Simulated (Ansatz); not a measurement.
## N on the 1x1 (110) surface of rutile TiO2 (cut with top plane O), one in a 2x1 cell, started at the site 'top O'

Host crystal: rutile TiO2, with a band gap (PBE, scalar-relativistic without spin-orbit coupling).

Computed with PBE (plane waves to 420 eV, PAW; Ansatz, an electronic-structure program).

Slab: 49 atoms, 12.7 Å thick at the start under the adsorbate; k 4x3x1, smearing 0.01 eV, dipole-corrected; 24 atoms held, the rest relaxed; held to the start's symmetry, so lower structures may exist; spin-polarised, ending with about 1.2 μB a cell, a value that depends on the mesh; orders that need a larger cell were not tried, no spin-orbit, no U, no dispersion correction. The slab shows no gap over 0.04 eV on its mesh. At the end it is bonded to O. In PBE it is, or lies within 0.03 eV of, the lowest of the starts that converged.

| Property | Result |
|---|---|
| energy of the end state, in which the adsorbate paired with a surface O atom, against ½ N2(g) | 4.40 eV |
| change of the step from the bottom to the top vacuum level, against the clean slab | 0.095 eV |
| energy released by relaxation | 1.12 eV |
| height of the binding atom over the mean of the host atoms within 0.3 Å of the top one | 1.378 Å |
| largest move of a host atom | 0.23 Å |

A negative adsorption energy means that the adsorbate is more stable on the surface than in its reference.
